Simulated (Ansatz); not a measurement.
Take Al in the fcc (Cu type) structure (space group Fm-3m, No. 225; a = 3.984 Å; relaxed with 0.1 eV smearing) as the base. Axes: x, y, z lie along the cube axes.

Level of theory: Ansatz (a first-principles code) LDA, scalar-relativistic without spin-orbit coupling.

Strains are applied to the cell and any free atomic positions relax; under biaxial strain the out-of-plane vector relaxes too.

One change was made to it. Results:

The energy rises by 1.1 meV/atom; the pressure (mean of the normal stresses, compression positive) goes from zero to 0.7 GPa; the volume per atom shrinks by 0.13 Å³ to 15.68 Å³.

Task: Which change produced these results?
A. biaxial strain +1.50 %, plane normal [001], relaxed out of plane
B. biaxial strain +1.00 %, plane normal [001], relaxed out of plane
C. biaxial strain −2.50 %, plane normal [001], relaxed out of plane
D. biaxial strain −1.00 %, plane normal [001], relaxed out of plane
E. biaxial strain +2.50 %, plane normal [001], relaxed out of plane

Result: D, biaxial strain −1.00 %, plane normal [001], relaxed out of plane. For comparison, the pressure in the other runs: biaxial strain −2.50 %, plane normal [001], relaxed out of plane gives 2.3 GPa; biaxial strain +2.50 %, plane normal [001], relaxed out of plane gives -1.7 GPa; biaxial strain +1.50 %, plane normal [001], relaxed out of plane gives -1.0 GPa; biaxial strain +1.00 %, plane normal [001], relaxed out of plane gives -0.7 GPa.

Whether these cells are dynamically stable was not tested.
